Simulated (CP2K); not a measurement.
CP2K run on Bi₂Te₃ (R-3m, 5 atoms in the cell): self-consistent single point.

Method of the run: LDA (Pade form), GPW, DZVP-MOLOPT-PBE-GTH basis, GTH-PBE potentials (POTENTIAL_UZH) (CP2K).

```
Bi2Te3
1.0
   11.29619     0.00000     0.00000
   10.39340     4.42506     0.00000
   10.39340     2.12044     3.88393
Bi Te
2 3
Cartesian
 19.35149   3.94805   2.34267
 12.73149   2.59745   1.54126
 25.12716   5.12639   3.04187
  6.95581   1.41911   0.84206
  0.00000   0.00000   0.00000
```

Reference input (self-consistent single point, DFT PBE, GPW, DZVP-MOLOPT-PBE-GTH basis, GTH-PBE potentials (POTENTIAL_UZH)): CUTOFF = 400 Ry; REL_CUTOFF = 50 Ry; SMEAR/METHOD = FERMI_DIRAC; ELECTRONIC_TEMPERATURE = 232.09 K; KPOINTS/SCHEME = MACDONALD 4 4 4 0.125 0.125 0.125; XC_FUNCTIONAL = PBE; Bi/BASIS_SET = DZVP-MOLOPT-PBE-GTH-q5; Bi/POTENTIAL = GTH-PBE-q5; Te/BASIS_SET = DZVP-MOLOPT-PBE-GTH-q6; Te/POTENTIAL = GTH-PBE-q6; METHOD = GPW; EPS_DEFAULT = 1e-10. This run's input differs from it in these lines:

```diff
@@ -42,3 +42,3 @@
     &XC
-      &XC_FUNCTIONAL PBE
+      &XC_FUNCTIONAL PADE
       &END XC_FUNCTIONAL
```

Output, abridged:

```
 SCF WAVEFUNCTION OPTIMIZATION

  Step     Update method      Time    Convergence         Total energy    Change
     1 NoMix/Diag. 0.20E+00      -     0.37862643       -35.3048726567 -3.53E+01
     2 Broy./Diag. 0.20E+00      -     0.01840607       -35.8616271353 -5.57E-01
     3 Broy./Diag. 0.20E+00      -     0.02721202       -35.6136870276  2.48E-01
     4 Broy./Diag. 0.20E+00      -     0.01221802       -35.4364869608  1.77E-01
     5 Broy./Diag. 0.20E+00      -     0.00213643       -35.4093902620  2.71E-02
     6 Broy./Diag. 0.20E+00      -     0.00207762       -35.3964392197  1.30E-02
   [... 3 lines left out ...]
    10 Broy./Diag. 0.20E+00      -     0.00002478       -35.3888826888  2.15E-04
    11 Broy./Diag. 0.20E+00      -     0.00000669       -35.3888574678  2.52E-05
    12 Broy./Diag. 0.20E+00      -     0.00000260       -35.3888684194 -1.10E-05
    13 Broy./Diag. 0.20E+00      -     0.00000090       -35.3888775287 -9.11E-06
  *** SCF run converged in    13 steps ***

  Overlap energy of the core charge distribution:               0.00000000006369
  Self energy of the core charge distribution:                -75.83132530304096
  Core Hamiltonian energy:                                     15.33580150958887
  Hartree energy:                                              33.06625818735461
  Exchange-correlation energy:                                 -7.95961181023170
  Electronic entropic energy:                                  -0.00000011246375
  Fermi energy:                                                 0.12728258027887

  Total energy:                                               -35.38887752873627
  Total energy (extrapolated to T->0):                        -35.38887747250439

                     Mulliken Population Analysis

   [... lines left out ...]

 STRESS| Analytical stress tensor [bar]
 STRESS|                        x                   y                   z
 STRESS|      x       -2.98200878494E+04  -5.96695586320E+02  -3.53992461476E+02
 STRESS|      y       -5.96695586320E+02  -2.70172150261E+04  -7.22544327470E+01
 STRESS|      z       -3.53992461476E+02  -7.22544327470E+01  -2.69384483232E+04
 STRESS| 1/3 Trace                                            -2.79252503996E+04
```

The run converged in 13 iterations. Against the reference run the pressure goes from -1.63 to -2.79 GPa, the largest force goes from 0.207 to 0.126 eV/Å and the gap on the mesh goes from 0.432 to 0.331 eV.

The starting cell comes from a database of computed structures (which also holds hypothetical and non-ambient phases and stackings), without a prior relaxation at this level. Its lattice was rescaled by a random factor within 2.5 % of one. Spin-orbit coupling is off. Values carry the incompleteness of an atom-centred basis. The potentials were made for another functional than the one used.

Cost on one core of a shared machine: roughly 90 s.
